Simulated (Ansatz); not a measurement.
Sb, response to strain

Start from Sb (space group R-3m, No. 166; a = 4.266 Å, c = 10.698 Å (hexagonal axes); relaxed with 0.1 eV smearing). Axes: x lies along a and z along c of the hexagonal cell.

Strains are applied to the cell and any free atomic positions relax; under biaxial strain the out-of-plane vector relaxes too; under stress the whole cell relaxes.

Calculations: PBEsol-D3(BJ), PAW, 420 eV (Ansatz, an electronic-structure program; spin-orbit coupling left out).

Candidates:
(a) biaxial strain +2.08 %, plane normal [001], relaxed out of plane
(b) isotropic strain +5.24 %
(c) uniaxial stress, 0.5 GPa compression along z
(d) uniaxial strain ε_yy = +1.21 %
(e) uniaxial strain ε_zz = −2.96 %

Notes on the quantities. energy relative to the base: free energy F.

### Question
Order them by energy relative to the base, lowest first.

### Answer
(c) uniaxial stress, 0.5 GPa compression along z (+0.5 meV/atom), (d) uniaxial strain ε_yy = +1.21 % (+1.3 meV/atom), (e) uniaxial strain ε_zz = −2.96 % (+4.8 meV/atom), (a) biaxial strain +2.08 %, plane normal [001], relaxed out of plane (+6.8 meV/atom), (b) isotropic strain +5.24 % (+96 meV/atom)

Beyond what the load breaks, stability against distortions was not tested.
